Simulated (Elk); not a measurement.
Band structure of Al2Au (Fm-3m, 3 atoms in the cell).

```
Al2Au
1.0
    0.00000     3.04317     3.04317
    3.04317     0.00000     3.04317
    3.04317     3.04317     0.00000
Al Au
2 1
Cartesian
  1.52158   1.52158   1.52158
  4.56475   4.56475   4.56475
  0.00000   0.00000   0.00000
```

Method: PBE, all-electron FP-LAPW, Elk's shipped species files, APW+lo basis with extra local orbitals run with Elk.

Settings: xctype = 20; rgkmax = 7.5; swidth = 0.00367493 Ha; ngridk = 9 9 9; gmaxvr = 18 1/bohr; lmaxapw = 10; lmaxo = 8; nxlo = 2; lorbcnd = true; lradstp = 2; nrmtscf = 2; rmtscf = 0.94; lmaxi = 4; maxscl = 100.

The starting cell comes from a database of computed structures (which also holds hypothetical and non-ambient phases and stackings), without a prior relaxation at this level. Its lattice was rescaled by a random factor within 2.5 % of one. Spin-orbit coupling is off. Values depend on the basis (sphere radii, cutoffs, local orbitals), which need not be converged.

Levels in eV from the Fermi level, bands 22 to 29:
```json
[
 {"point": "Γ", "22": "-5.48", "23": "1.92", "24": "2.92", "25": "2.92", "26": "2.92", "27": "3.70", "28": "3.70", "29": "3.70"},
 {"point": "X", "22": "-5.20", "23": "-4.90", "24": "-2.04", "25": "-2.04", "26": "1.01", "27": "2.06", "28": "7.58", "29": "9.43"},
 {"point": "W", "22": "-5.07", "23": "-3.96", "24": "-3.96", "25": "-2.14", "26": "3.93", "27": "3.93", "28": "5.05", "29": "5.24"},
 {"point": "K", "22": "-5.39", "23": "-4.53", "24": "-3.33", "25": "-1.33", "26": "1.68", "27": "4.25", "28": "5.88", "29": "7.39"},
 {"point": "L", "22": "-5.37", "23": "-5.31", "24": "0.35", "25": "0.35", "26": "3.18", "27": "3.25", "28": "3.66", "29": "3.66"},
 {"point": "U", "22": "-5.39", "23": "-4.53", "24": "-3.33", "25": "-1.33", "26": "1.68", "27": "4.25", "28": "5.88", "29": "7.39"}
]
```

Bands cross the Fermi level along this path, so the cell is metallic at this level.
